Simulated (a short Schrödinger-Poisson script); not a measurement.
Stack: gated In0.52Al0.48As/In0.53Ga0.47As modulation-doped gas in a quantum well, at 300 K.

```tsv
layer	material	thickness (nm)	Nd (cm⁻³)	Na (cm⁻³)
1	In0.52Al0.48As	15	-	-
2	In0.52Al0.48As	10	9.3e17	-
3	In0.52Al0.48As	3	-	-
4	In0.53Ga0.47As	15	-	-
5	In0.52Al0.48As	4000	-	4e14
```

The device is made up for the run: typed textbook-type constants, with dimensions and the other settings drawn at random. In0.52Al0.48As: permittivity 12.5, conduction-band edge (eV) 0.52, gap (eV) 1.45, electron mass (mₑ) 0.075, Nv at 300 K (cm⁻³) 1.1e19. In0.53Ga0.47As: permittivity 13.9, conduction-band edge (eV) 0, gap (eV) 0.74, Nv at 300 K (cm⁻³) 7.7e18.

Channel valleys (confinement mass, in-plane density-of-states mass, number): Γ 0.041, 0.041, 1. At the gate the conduction-band edge of layer 1 lies 0.65 eV − eVg above the Fermi level of the channel; the field vanishes at the back. The barrier under the gate holds no holes. Gaps are held at their typed values at every temperature. Mesh 0.08 nm at interfaces.

From a short Schrödinger-Poisson script (our own, NumPy): 1D Poisson equation in equilibrium, electrons quantum, Hartree plus LDA exchange-correlation (BenDaniel-Duke, 40 states a valley, the channel's in-plane mass for all, wave functions free to enter the barrier), parabolic valleys, classical holes, full ionisation, no traps, pinning or gate leakage.

The same stack at other levels of the model or other numerical settings:

```
run                                          sheet density of all electrons at Vg = 0.4 V (cm⁻²)  sheet density of all electrons at Vg = -0.1 V (cm⁻²)  capacitance at Vg = 0.4 V (μF/cm²)  centroid of the channel electrons at Vg = 0.4 V (nm)  rough cost against the base
-------------------------------------------  ---------------------------------------------------  ----------------------------------------------------  ----------------------------------  ----------------------------------------------------  ---------------------------
base                                                                                     9.67e11                                               7.26e10                               0.318                                                  6.10                      about 1
electrons treated as classical, Boltzmann                                                1.09e12                                                     ?                                   ?                                                  4.19                         0.02
electrons treated as classical, Fermi-Dirac                                                    ?                                               8.78e10                               0.318                                                  5.60                         0.09
electrons treated as quantum, Hartree                                                    9.46e11                                               6.70e10                               0.316                                                  6.16                      about 1
mesh six times as coarse                                                                 9.67e11                                               7.22e10                               0.318                                                  6.09                          0.3
one subband a valley                                                                     9.54e11                                               7.10e10                               0.312                                                  5.92                          0.2
```

Task: What belongs in the gaps?

Result: 
- electrons treated as classical, Fermi-Dirac, sheet density of all electrons at Vg = 0.4 V (cm⁻²): 9.92e11
- electrons treated as classical, Boltzmann, capacitance at Vg = 0.4 V (μF/cm²): 0.357
- electrons treated as classical, Boltzmann, sheet density of all electrons at Vg = -0.1 V (cm⁻²): 9.15e10

The classical rows ignore confinement, and Boltzmann statistics overrate the density once the band edge passes the Fermi level.
